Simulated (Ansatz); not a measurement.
Take HfS₂ in the CdI2 type structure (space group P-3m1, No. 164; a = 3.6057 Å, c = 5.7676 Å; layered, stacked along the Cartesian z axis) as the base. Axes: x lies along a and z along c of the hexagonal cell.

Calculations: PBE-D3(BJ), PAW, 420 eV (Ansatz, a first-principles code; no spin-orbit coupling).

Strains are applied to the cell and any free atomic positions relax; under biaxial strain the out-of-plane vector relaxes too.

One change was made to it. Results:

```json
[
 {"quantity": "valence-band top at Γ (three highest levels, from the VBM)", "base": "–", "after": "0.00, 0.00, -0.01 eV"},
 {"quantity": "pressure (mean of the normal stresses, compression positive)", "base": "0.00 GPa", "after": "2.41 GPa"},
 {"quantity": "smallest direct gap", "base": "1.81 eV", "after": "1.68 eV"},
 {"quantity": "volume per atom", "base": "21.65 Å³", "after": "20.93 Å³"}
]
```

**Question.** Name the change that was made.
A. biaxial strain −3.00 %, plane normal [001], relaxed out of plane
B. biaxial strain +1.00 %, plane normal [001], relaxed out of plane
C. biaxial strain −2.00 %, plane normal [001], relaxed out of plane
D. biaxial strain +1.50 %, plane normal [001], relaxed out of plane

**Answer.** C, biaxial strain −2.00 %, plane normal [001], relaxed out of plane. For comparison, the valence-band top at Γ in the other runs: biaxial strain +1.50 %, plane normal [001], relaxed out of plane gives 0.00, -0.30, -0.30 eV; biaxial strain −3.00 %, plane normal [001], relaxed out of plane gives 0.00, 0.00, -0.11 eV; biaxial strain +1.00 %, plane normal [001], relaxed out of plane gives 0.00, -0.26, -0.26 eV.

Spin-orbit coupling, missing from the scalar runs, can matter with Hf. No phonon test of stability was made.
